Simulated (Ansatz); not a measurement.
For MoSeS (P-3m1, No. 164, 6 atoms in the cell; start mp-1221404), PBEsol (Ansatz, a program for electronic structure, plane waves, PAW) gives:

lattice constant a: 3.206 Å
lattice parameter c: 13.289 Å
cohesive energy: 5.33 eV/atom
band gap: 0.89 eV

**Question.** What does r²SCAN+rVV10 (Ansatz, PAW) give for the same quantities?

**Answer.** 
- lattice constant a: 3.241 Å (goes up by 1.1 %)
- lattice parameter c: 12.874 Å (decreases by 3.1 %)
- cohesive energy: 4.78 eV/atom (shrinks by 0.55 eV/atom)
- band gap: 0.86 eV (shrinks by 0.03 eV)

Changes are worked out from the printed values.

Unless a cell is named, each level is at its own relaxed cell (PBEsol 19.71, r²SCAN+rVV10 19.52 Å³/atom).

Levels without +SOC have no spin–orbit coupling; where heavier elements are present it shifts gaps, mostly down, and can invert bands. Density-functional gaps are differences of (generalised) Kohn–Sham levels.

The crystal itself was run without spin with PBEsol, r²SCAN+rVV10; a magnetic state was not tried in these runs.

Caveats: the relaxation could not lower the start's symmetry, so the cell can be a saddle point above a distorted one (PBEsol, r²SCAN+rVV10). Ansatz's density-functional and Hartree–Fock values are scalar-relativistic unless marked +SOC, with PAW data made under PBE.

A start named mp-… is a Materials Project structure, which need not be a measured phase.
